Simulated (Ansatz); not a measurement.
**Response to strain in TiSi2**

Start from TiSi$_{2}$ (space group Cmcm, No. 63).

```yaml
crystal:
  lattice:
    - [1.75744, -6.67398, 0.00000]
    - [1.75744, 6.67398, 0.00000]
    - [0.00000, 0.00000, 3.55712]
  atoms:
    - { symbol: Si, position: [0.93996, 0.06004, 0.75000] }
    - { symbol: Si, position: [0.06004, 0.93996, 0.25000] }
    - { symbol: Si, position: [0.25043, 0.74957, 0.75000] }
    - { symbol: Si, position: [0.74957, 0.25043, 0.25000] }
    - { symbol: Ti, position: [0.60248, 0.39752, 0.75000] }
    - { symbol: Ti, position: [0.39752, 0.60248, 0.25000] }
```

Cartesian axes are those of the cell as printed.

Strains are applied to the cell and any free atomic positions relax; under biaxial strain the out-of-plane vector relaxes too.

The values are results of plane-wave PAW DFT at the PBEsol level (Ansatz, a quantum-chemistry and plane-wave program, 420 eV), no SOC, not measurements.

Notes on the quantities. pressure: mean of the normal stresses, compression positive.

```json
[
 {"case": "base", "space group": "Cmcm (No. 63)", "pressure": "0.0 GPa", "volume per atom": "13.91 Å³"},
 {"case": "biaxial strain +1.06 %, plane normal [001], relaxed out of plane", "space group": "Cmcm (No. 63)", "pressure": "-1.8 GPa", "volume per atom": "14.12 Å³"},
 {"case": "uniaxial strain ε_xx = +4.78 %", "space group": "Cmcm (No. 63)", "pressure": "-6.4 GPa", "volume per atom": "14.57 Å³"},
 {"case": "tensor shear ε_yz = −0.83 %", "space group": "C2/m (No. 12)", "pressure": "0.1 GPa", "volume per atom": "13.91 Å³"}
]
```

Without a gap, meshes like the base's 14×14×13 leave anisotropic stresses uncertain by several tenths of a GPa, and small strain energies with them. No phonon test of stability was made. All final runs are without spin polarisation.
